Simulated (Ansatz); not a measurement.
Pressure series in Nb4AlC3

Base system: Nb₄AlC₃ (space group P6_3/mmc, No. 194; a = 3.121 Å, c = 24.137 Å; a cell from a computed database, its experimental status unchecked).

Cell and atoms are relaxed at each pressure.

Computed with PBEsol/PAW in Ansatz (a program for electronic structure), no SOC.

| pressure (GPa) | volume per atom (Å³/atom) |
|---|---|
| -2 | 12.841 |
| -1 | 12.783 |
| 0 | 12.727 |
| 0.3 | 12.710 |
| 1.5 | ? |
| 3 | 12.566 |
| 5 | 12.464 |
| 7.5 | 12.343 |
| 10 | 12.228 |

**Question.** Fit the third-order Birch–Murnaghan form P(V) = (3B₀/2)[(V₀/V)^(7/3) − (V₀/V)^(5/3)]·[1 + (3/4)(B₀′ − 4)((V₀/V)^(2/3) − 1)] (squares taken in P) to the rows shown and predict the withheld row.

**Answer.** Least squares on the printed values gives V₀ = 12.727 Å³/atom, B₀ = 229 GPa, B₀′ = 4.4; this predicts 12.645 Å³/atom, and the run gives 12.645 Å³/atom, in agreement.

Load acts through the strain it causes; cell and atoms are relaxed under it. Whether these cells are dynamically stable was not tested. Competing high-pressure phases were not computed. All final runs are without spin polarisation.
